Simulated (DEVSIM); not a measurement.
abrupt Si p-n junction

System: abrupt Si p-n junction, at 300 K.

```csv
layer (left to right),material,thickness (μm),Nd (cm⁻³),Na (cm⁻³),τn (s),τp (s)
1,Si,1.00,-,4.2e16,0.00021,0.00021
2,Si,35.0,3.3e16,-,0.00021,0.00021
```

Left contact: ohmic. Right contact: ohmic. Voltage is applied to the left contact. Recombination: SRH at mid-gap, radiative, Auger. Mobility is constant in doping.

Constants are typed, rounded textbook-type inputs, not results; the design itself was drawn at random and stands for no fabricated device. Values at 300 K.

| parameter | Si |
|---|---|
| gap (eV) | 1.124 |
| affinity (eV) | 4.05 |
| permittivity | 11.7 |
| Nc (cm⁻³) | 2.86e19 |
| Nv (cm⁻³) | 3.1e19 |
| μn (cm²/Vs) | 1417 |
| μp (cm²/Vs) | 470 |
| B (cm³/s) | 4.7e-15 |
| Cn (cm⁶/s) | 2.8e-31 |
| Cp (cm⁶/s) | 9.9e-32 |

Simulated with DEVSIM: 1D drift-diffusion, Boltzmann statistics, complete ionisation; no tunnelling, impact ionisation, image-force lowering or self-heating.

The potential step across the device at zero bias comes out as 0.778 V. The largest field in the device at zero bias comes out as 64000 V/cm and the dark forward voltage at 1 A/cm² comes out as 0.582 V. The dark forward voltage at 100 A/cm² is 0.746 V.

Dark forward current:

| V (V) | J (A/cm²) |
|---|---|
| 0.05 | 1.1e-9 |
| 0.10 | 8.5e-9 |
| 0.20 | 4.1e-7 |
| 0.25 | 2.8e-6 |
| 0.30 | 1.9e-5 |
| 0.40 | 0.00092 |
| 0.45 | 0.0063 |
| 0.50 | 0.044 |
| 0.60 | 2.0 |
| 0.65 | 11 |
| 0.70 | 44 |
| 0.75 | 110 |
| 0.85 | 300 |
| 0.90 | 430 |
| 0.95 | 580 |
| 1.05 | 930 |
| 1.10 | 1100 |
| 1.15 | 1400 |
| 1.25 | 1900 |
| 1.30 | 2100 |

Dark reverse current:

| V (V) | J (A/cm²) |
|---|---|
| -0.20 | -2.0e-10 |
| -0.50 | -2.2e-10 |
| -1.00 | -2.5e-10 |
| -1.50 | -2.7e-10 |
| -2.00 | -2.9e-10 |
| -3.00 | -3.3e-10 |
| -4.00 | -3.7e-10 |
| -5.00 | -4.0e-10 |
| -6.50 | -4.4e-10 |
| -8.00 | -4.8e-10 |
| -10.00 | -5.3e-10 |
